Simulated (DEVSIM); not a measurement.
Device: abrupt GaSb p-n junction, at 250 K.

```
layer (left to right)  material  thickness (μm)  Nd (cm⁻³)  Na (cm⁻³)  τn (s)  τp (s)
---------------------  --------  --------------  ---------  ---------  ------  ------
1                          GaSb            6.70          -       8e16  4.1e-9  4.1e-9
2                          GaSb           0.480     1.8e14          -  4.1e-9  4.1e-9
```

Left contact: ohmic. Right contact: ohmic. Voltage is applied to the left contact. Recombination: SRH at mid-gap, radiative. Mobility is μmin + (μ − μmin)/(1 + (N/Nref)^α).

This is a model device: material constants are rounded textbook-type values typed into the input, and sizes, dopings and lifetimes were drawn at random. Values at 300 K; Nc and Nv go as T^1.5, mobilities as T to minus their exponent, the gap by Varshni's rule with the affinity fixed. The table also holds parameters that only a changed run uses.

```
parameter            GaSb
----------------  -------
gap (eV)            0.726
affinity (eV)        4.06
permittivity         15.7
Nc (cm⁻³)          2.1e17
Nv (cm⁻³)          1.8e19
μn (cm²/Vs)          5000
μp (cm²/Vs)           850
μn,min               1000
μp,min                190
Nref,n             2.8e17
Nref,p               9e17
αn                   1.05
αp                   0.65
T exponent of μn        2
T exponent of μp      1.7
B (cm³/s)           1e-10
Cn (cm⁶/s)          5e-30
Cp (cm⁶/s)          5e-30
Varshni α (eV/K)  0.00042
Varshni β (K)         140
```

Model (solved in DEVSIM): 1D drift-diffusion, Boltzmann statistics, complete ionisation; no tunnelling, impact ionisation, image-force lowering or self-heating.

Base results: dark forward voltage at 100 A/cm² (V) 0.397; dark forward voltage at 1 A/cm² (V) 0.254; potential step across the device at zero bias (V) 0.488; largest field in the device at zero bias (V/cm) 15000.

Task: What follows from this one change: thickness of layer 1 6.7 → 34 μm?

Result: dark forward voltage at 100 A/cm² 0.397 → 0.421 V; dark forward voltage at 1 A/cm² little changed (0.254 V); potential step across the device at zero bias little changed (0.488 V); largest field in the device at zero bias little changed (15000 V/cm).

Task: What follows from this one change: doping Na of layer 1 8e+16 → 8e+17 cm^-3?

Result: dark forward voltage at 100 A/cm² 0.397 → 0.390 V; dark forward voltage at 1 A/cm² little changed (0.252 V); potential step across the device at zero bias 0.488 → 0.537 V; largest field in the device at zero bias 15000 → 39000 V/cm.

Task: What follows from this one change: temperature 250 → 300 K?

Result: dark forward voltage at 100 A/cm² 0.397 → 0.298 V; dark forward voltage at 1 A/cm² 0.254 → 0.127 V; potential step across the device at zero bias 0.488 → 0.403 V; largest field in the device at zero bias little changed (15000 V/cm).
